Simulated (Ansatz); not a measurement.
These are PBE (plane waves to 420 eV, PAW; Ansatz, a first-principles code) values and carry that method's errors.

Planar average of the electrostatic potential across the slab, in eV from the Fermi level, for S on the 1x1 (111) surface of fcc Cu, one in a 2x1 cell, started at the site 'hollow Cu-Cu-Cu over Cu at depth 2.1 Å':

| z (Å) | V (eV) |
|---|---|
| 5.38 | 4.81 |
| 5.67 | 4.81 |
| 5.95 | 4.81 |
| 6.23 | 4.80 |
| 6.52 | 4.80 |
| 6.80 | 4.78 |
| 7.08 | 4.75 |
| 7.37 | 4.69 |
| 7.65 | 4.56 |
| 7.93 | 4.29 |
| 8.22 | 3.73 |
| 8.50 | 2.58 |
| 8.78 | -0.12 |
| 9.07 | -6.98 |
| 9.35 | -14.28 |
| 9.63 | -17.04 |
| 9.92 | -14.62 |
| 10.20 | -7.65 |
| 10.48 | -1.18 |
| 10.77 | -0.26 |
| 11.05 | -4.90 |
| 11.33 | -12.61 |
| 11.62 | -16.94 |
| 11.90 | -16.12 |
| 12.18 | -10.30 |
| 12.47 | -2.76 |
| 12.75 | 0.06 |
| 13.03 | -2.52 |
| 13.32 | -9.96 |
| 13.60 | -15.91 |
| 13.88 | -16.90 |
| 14.17 | -12.74 |
| 14.45 | -5.04 |
| 14.73 | -0.20 |
| 15.02 | -0.84 |
| 15.30 | -6.92 |
| 15.58 | -14.24 |
| 15.87 | -17.31 |
| 16.15 | -15.24 |
| 16.43 | -8.60 |
| 16.72 | -2.20 |
| 17.00 | -1.79 |
| 17.28 | -3.97 |
| 17.57 | -4.72 |
| 17.85 | -4.19 |
| 18.13 | -1.93 |
| 18.42 | 1.85 |
| 18.70 | 4.02 |
| 18.98 | 4.86 |
| 19.27 | 5.20 |
| 19.55 | 5.33 |
| 19.83 | 5.39 |
| 20.12 | 5.41 |
| 20.40 | 5.42 |
| 20.68 | 5.42 |
| 20.97 | 5.42 |
| 21.25 | 5.42 |
| 21.53 | 5.42 |
| 21.82 | 5.42 |
| 22.10 | 5.42 |

Model: 9-atom slab, 6.2 Å thick at the start under the adsorbate (thin: gaps and levels are the slab's own), 6x12x1 mesh, Fermi-Dirac 0.1 eV, dipole correction, 4 atoms held, the rest relaxed; held to the start's symmetry, so lower structures may exist; spin-polarised, no spin-orbit, no U, no dispersion correction. The starting moment vanished. At the end it is bonded to 3 Cu. In PBE it is, or lies within 0.03 eV of, the lowest of the starts that converged.

Question: The surface cell has an area of 11.41 Å². What dipole along the normal does the step between the two vacuum levels imply?

Answer: the top vacuum level lies 0.61 eV above the bottom one; p = −ε₀ A ΔV (ε₀ = 0.005526 e/(V·Å)) gives -0.04 e·Å a cell.
